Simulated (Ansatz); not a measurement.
A computed series for BaZrO3: pressure series

The reference is BaZrO₃ in the cubic perovskite structure (space group Pm-3m, No. 221; a = 4.1806 Å).

Cell and atoms are relaxed at each pressure.

Computed with Ansatz (a program for electronic structure), PBEsol, PAW, cutoff 420 eV, spin-orbit coupling left out.

Notes on the quantities. band gap: an upper bound: an edge found on the path is not a true extremum; the base alone; enthalpy: H = E + PV relative to the base's energy.

```tsv
change	band gap	shortest interatomic distance	enthalpy
base	3.17 eV	2.090 Å	–
pressure −2 GPa	3.15 eV	2.099 Å	-0.18 eV/atom
pressure −1 GPa	3.16 eV	2.095 Å	-0.09 eV/atom
pressure 0.3 GPa	3.18 eV	2.089 Å	+0.03 eV/atom
pressure 0.7 GPa	3.18 eV	2.087 Å	+0.06 eV/atom
pressure 1.5 GPa	3.19 eV	2.084 Å	+0.14 eV/atom
pressure 3 GPa	3.21 eV	2.078 Å	+0.27 eV/atom
pressure 5 GPa	3.24 eV	2.070 Å	+0.45 eV/atom
pressure 7.5 GPa	3.26 eV	…	+0.67 eV/atom
pressure 10 GPa	3.29 eV	2.053 Å	+0.89 eV/atom
```

Problem. Complete the table.

Solution. 
- pressure 7.5 GPa, shortest interatomic distance: 2.061 Å

Load acts through the strain it causes; cell and atoms are relaxed under it. Whether these cells are dynamically stable was not tested. Competing high-pressure phases were not computed.
